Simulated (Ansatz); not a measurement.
# MoTe2: pressure 0.7 GPa

The parent structure is MoTe$_{2}$ in the 2H-MoS2 type structure (space group P6_3/mmc, No. 194; a = 3.497 Å, c = 13.696 Å; layered, stacked along the Cartesian z axis).

It is then changed as follows: cell and atoms relaxed at a pressure of 0.7 GPa.

Calculations: PBE-D3(BJ), PAW, 420 eV (Ansatz, a first-principles code; without spin-orbit coupling). Settings: 11×11×3 k-points, 0.05 eV Fermi–Dirac smearing.

The volume per atom falls by 0.35 Å³ to 23.82 Å³ and the density grows by 0.12 g/cm³, from 8.04 g/cm³ to 8.16 g/cm³. The lattice parameter a drops by 0.0222 bohr to 6.585 bohr and the c/a ratio drops by 0.018 (3.917 → 3.899). The shortest interatomic distance decreases by 0.0073 bohr to 5.125 bohr and the enthalpy H = E + PV relative to the base's energy comes out as +0.10 eV/atom. The band gap shrinks by 0.06 eV, from 0.60 eV to 0.54 eV and the gap character goes from indirect, Γ → K–Γ (44 % along) to indirect, K–Γ (81 % along) → K–Γ (44 % along). The width of the top valence band rises by 0.055 eV to 1.09 eV.

With Te present, leaving out spin-orbit coupling can change the band edges. Load acts through the strain it causes; cell and atoms are relaxed under it. Stability against distortions was not tested. The program warned that a D3 coordination switch lies within reach, so dispersion energies are less smooth here.
